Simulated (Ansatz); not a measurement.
The starting structures come from a database of crystals and need not be the phases stable at ambient conditions.

Inside the gap of an insulator the Bloch states are evanescent, with a wavenumber k + iκ along the transport direction.

```
CELL_PARAMETERS angstrom
      4.88362     0.00000     0.00000
     -2.44181     4.22934     0.00000
      2.44181    -1.40978     3.98746
ATOMIC_POSITIONS crystal
  Rb 0.00000 0.00000 0.00000
  B  0.50000 0.50000 0.50000
  H  0.19274 0.39758 0.60242
  H  0.60242 0.39758 0.60242
  H  0.60242 0.39758 0.19274
  H  0.60242 0.80726 0.60242
```

Space group of this cell: F-43m. The cell is taken as given.

Transport runs along the normal of the first two printed cell vectors, the (111) plane of the conventional cell.

No gap correction and no spin-orbit coupling; mid-gap values are interpolated between computed energies.

**Question.** Estimate the band gap and the smallest decay constant κ at mid-gap that r2SCAN run with Ansatz (an electronic-structure program) returns for this system.

**Answer.** Gap 6.48 eV on a 8×8×8 mesh; κ = 0.505 1/Å, at the zone centre.
